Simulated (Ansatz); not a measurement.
Input and output of a self-consistent single point for Hf (Fm-3m, 1 atom in the cell) (Ansatz, a program for electronic structure)

Method: LDA (PW92), default PAW files made with PBE (plane waves; Ansatz).

Input as run:

Ansatz 0.2 input:
```yaml
crystal:
  lattice:
    - [0.000000, 2.246441, 2.246441]
    - [2.246441, 0.000000, 2.246441]
    - [2.246441, 2.246441, 0.000000]
  atoms:
    - { symbol: Hf, position: [0.000000, 0.000000, 0.000000] }
basis:
  ecutwfc: 420.0
kpoints:
  mp_grid:
    grid: [13, 13, 13]
hamiltonian:
  xc: lda
  pseudopotentials:
    kind: paw
scf:
  occupations:
    method: fermi_dirac
    width: 0.1
output:
  forces: true
  eigenvalues: true
  stress: true
```

The program printed (abridged):

```
WARN ansatz: RAYON_NUM_THREADS=1 ignored (pool sized by the plan → 1); use --threads N
Pseudopotentials: kind: paw
Pseudopotential: Hf, paw, valence charge 26
Crystal: 1 atoms, lattice volume = 22.673 Å³
Basis set: ecut = 420 eV, 459 PW (Γ)
Bands: 17, of which v1, the nominal top of the filled ones, is band 13 counted from 1 (12 counted from 0)
Symmetry: 48 space group operations
Space group: Fm-3m (ITA 225), of the structure as read, at distance tolerance 2.8e-5 Å
k-points: 84 of 2197
PAW frozen core: Hf, regenerated for the run's functional, and the local potential with it
Initial density: superposition of atomic densities (neutral atoms: chi_scale 0, normalization atom), corrected by the library's trained network
Initial wavefunctions: pseudopotential atomic-orbital guess
Eigensolver: davidson
Functional: x = slater, c = lda
SCF iter   1: F=—  HF=-15476.761382 eV  |F-HF|=—  |Δ(HF+E_count)|=         —  Δρ=4.05e-3  dr2=1.69e-3  ethr=1.77e-3  ⟨swp⟩=4.7  Hψ=6007  notcnv=0
all-band conjugate gradients solve this SCF's bands
preconditioner: auto → none
SCF iter   2: F=—  HF=-15476.761178 eV  |F-HF|=—  |Δ(HF+E_count)|=   2.04e-4  Δρ=2.48e-3  dr2=6.99e-4  ethr=6.52e-6  ⟨swp⟩=2.0  Hψ=2783  notcnv=0
SCF iter   3: F=—  HF=-15476.761179 eV  |F-HF|=—  |Δ(HF+E_count)|=   1.13e-6  Δρ=8.93e-4  dr2=7.91e-5  ethr=2.69e-6  ⟨swp⟩=2.1  Hψ=2037  notcnv=0
SCF iter   4: F=—  HF=-15476.761192 eV  |F-HF|=—  |Δ(HF+E_count)|=   1.30e-5  Δρ=4.77e-5  dr2=1.47e-7  ethr=3.04e-7  ⟨swp⟩=2.9  Hψ=2556  notcnv=0
iter 5 did not close the SCF: its close was put off for the readings that it lacked (scf_convergence_deferred on its scf_iter line)
SCF iter   5: F=-15476.761192 eV  HF=-15476.761192 eV  |F-HF|=2.90e-8  |Δ(HF+E_count)|=   2.93e-7  Δρ=1.04e-5  dr2=8.24e-9  ethr=5.67e-10  ⟨swp⟩=3.1  Hψ=3075  notcnv=0
SCF iter   6: F=-15476.761192 eV  HF=-15476.761192 eV  |F-HF|=9.53e-10  |Δ(HF+E_count)|=   1.25e-8  Δρ=1.48e-6  dr2=6.80e-10  ethr=3.17e-11  ⟨swp⟩=3.1  Hψ=5857  notcnv=0
SCF 1 converged in 6 iterations: F = -15476.761192 eV  dr2 = 6.80e-10
SCF converged after 6 iterations
Free energy (F): -15476.761192 eV
Harris-Foulkes:  -15476.761192 eV  (|F-HF|=9.53e-10)
Internal energy: -15476.711105 eV  (E = F + TS)
E sigma→0 (E₀):  -15476.736148 eV
Entropy (-TS):   -0.050087 eV (-50.087 meV/atom)
Fermi energy:    19.106376 eV
--- Per-component energies (eV) ---
  E_band       = 19.094933
  E_kinetic    = 424.264291
  E_local      = -5121.302095  (includes V_loc(G=0)·N_el)
  E_nonlocal   = -1233.026435
  E_hartree    = 2400.397577
  E_xc         = -297.180341
  E_vxc        = -266.048107  (∫ρ·V_xc dr)
  E_paw        = -6685.600363  (= ΣΔE_a)
  E_vpaw       = 1414.409863  (= ΣTr[D̂ρ^β])
  E_aug_tail   = -0.000001  (compensation charges beyond the density's cutoff)
  E_ewald      = -4966.720980
  E_core_change = 2.457243  (= ΣΔE_core)
  E_smearing   = -0.050087  (= −TS)
  E_closure    = 0.000000  (closes the sum)
  Σ components = -15476.761192   (vs F -15476.761192, Δ=0.00e0)
--- Forces (eV/Å), atoms counted from 1 ---
  atom   1  Hf    -0.00000000    -0.00000000     0.00000000
  max |Σ_I F_I| component: 1.18e-30 eV/Å
--- Stress (GPa, compression-positive) ---
       -8.633787       0.000000      -0.000000
        0.000000      -8.633787       0.000000
       -0.000000       0.000000      -8.633787
  P = ⅓ Tr σ = -8.6338 GPa (-86.338 kbar)
  The stress holds the Pulay correction. Without it, at fixed plane waves, as pw.x and ABINIT print it: P = -8.6642 GPa
--- Band table (eV; the first three rows and the last of 84) ---
  k-point 0: bands = ["-42.6449", "-10.9267", "-10.9267", "-10.9267", "7.3373", "7.3550", "7.3550", "7.3550", "7.4258", "7.4258", "7.4258", "11.9688", "20.4175", "20.4175", "20.4175", "23.1142", "23.1142"]
  k-point 1: bands = ["-42.6415", "-10.9743", "-10.9328", "-10.9328", "7.3402", "7.3543", "7.3572", "7.3572", "7.4219", "7.4219", "7.4260", "12.1726", "20.2227", "20.5152", "20.5152", "23.0144", "23.0144"]
  k-point 2: bands = ["-42.6322", "-11.1044", "-10.9496", "-10.9496", "7.3450", "7.3558", "7.3631", "7.3631", "7.4113", "7.4113", "7.4264", "12.7509", "19.7669", "20.7261", "20.7261", "22.8595", "22.8595"]
  k-point 83: bands = ["-42.5671", "-11.4728", "-11.4074", "-11.2089", "7.3612", "7.3670", "7.3734", "7.3816", "7.3855", "7.3911", "7.4134", "17.3619", "18.4888", "18.8307", "21.6577", "25.5946", "27.2395"]
```

The run converged in 6 iterations.

The starting cell comes from a database of computed structures (which also holds hypothetical and non-ambient phases and stackings), without a prior relaxation at this level. Its lattice was rescaled by up to half a per cent. Spin-orbit coupling is off. With a pressure of about -9 GPa the cell is away from its equilibrium volume at this level. Ansatz's pressure includes its estimate of the finite-basis (Pulay) stress.
